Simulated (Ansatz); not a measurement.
**What pressure 4.2 GPa does to K2NaInF6**

Start from K₂NaInF₆ (space group Fm-3m, No. 225; a = 8.5813 Å; a cell from a computed database, its experimental status unchecked).

Modification: a hydrostatic pressure of 4.2 GPa.

Calculations: PBEsol (Ansatz, a quantum-chemistry and plane-wave program; PAW; 420 eV plane waves; no SOC). Settings: 7×7×7 k-points, 0.05 eV Fermi–Dirac smearing.

The volume per atom decreases by 1.24 Å³ (15.80 Å³ → 14.56 Å³) and the density rises by 0.29 g/cm³ (3.47 g/cm³ → 3.76 g/cm³). The lattice parameter a falls by 0.230 Å to 8.351 Å and the shortest interatomic distance falls by 0.024 Å (2.071 Å → 2.047 Å). The band gap goes up by 0.29 eV, from 5.43 eV to 5.72 eV and the gap character becomes indirect, L → Γ (base: direct at Γ). The smallest direct gap rises by 0.336 eV, from 5.43 eV to 5.76 eV and the width of the top valence band shrinks by 0.026 eV to 0.08 eV. The electron mass goes from 0.58 mₑ (at Γ) to 0.59 mₑ (at Γ) and the hole mass (degenerate bands, along [100]) is 0.97, 2.4 mₑ (at L).

Final structure:

```xyz
10
Lattice="0.0000 4.1756 4.1756 4.1756 0.0000 4.1756 4.1756 4.1756 0.0000" Properties=species:S:1:pos:R:3 pbc="T T T"
K      6.2635     6.2635     6.2635
K      2.0878     2.0878     2.0878
Na     4.1756     4.1756     4.1756
In     0.0000     0.0000     0.0000
F      2.0469     4.1756     4.1756
F      6.3044     4.1756     4.1756
F      4.1756     2.0469     4.1756
F      4.1756     6.3044     4.1756
F      4.1756     4.1756     2.0469
F      4.1756     4.1756     6.3044
```

Load acts through the strain it causes; cell and atoms are relaxed under it. Effective masses come from finite differences of ±0.01 Å⁻¹. Whether these cells are dynamically stable was not tested.
